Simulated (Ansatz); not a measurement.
Start from Ag2S (space group Cmcm, No. 63; a cell from a computed database, its experimental status unchecked).

```xyz
6
Lattice="2.3253 -3.4698 0.0000 2.3253 3.4698 0.0000 0.0000 0.0000 7.2146" Properties=species:S:1:pos:R:3 pbc="T T T"
Ag     2.3253     0.0000     3.6073
Ag     2.3253     0.0000     0.0000
Ag     2.3253     2.7346     5.4109
Ag     2.3253    -2.7346     1.8036
S      2.3253    -1.5715     5.4109
S      2.3253     1.5715     1.8036
```

Cartesian axes are those of the cell as printed.

All numbers come from Ansatz (a quantum-chemistry and plane-wave program) PBEsol, scalar-relativistic without spin-orbit coupling, earlier PAW set.

For the base:

| Quantity | Result |
|---|---|
| Gap character | direct at Γ |
| Band gap | 0.95 eV |

It is then changed as follows: biaxial strain +0.71 %, plane normal [001], relaxed out of plane (Cartesian); in-plane vectors clamped, the third vector and the atoms free.

Question: How does this affect the gap character?

Answer: The gap character stays direct at Γ.

Question: How does this affect the in-plane stress?

Answer: The mean in-plane stress (compression positive) comes out as -0.7 GPa.

Question: Estimate the effect on the out-of-plane strain.

Answer: The out-of-plane strain is -1.43 %.

Question: Estimate the effect on the band gap.

Answer: The band gap decreases by 0.036 eV (0.95 eV → 0.92 eV).

Whether these cells are dynamically stable was not tested. The base started in P2_1/c and relaxed to Cmcm at this level. This is not the structure that Ag2S has at room temperature and ambient pressure.
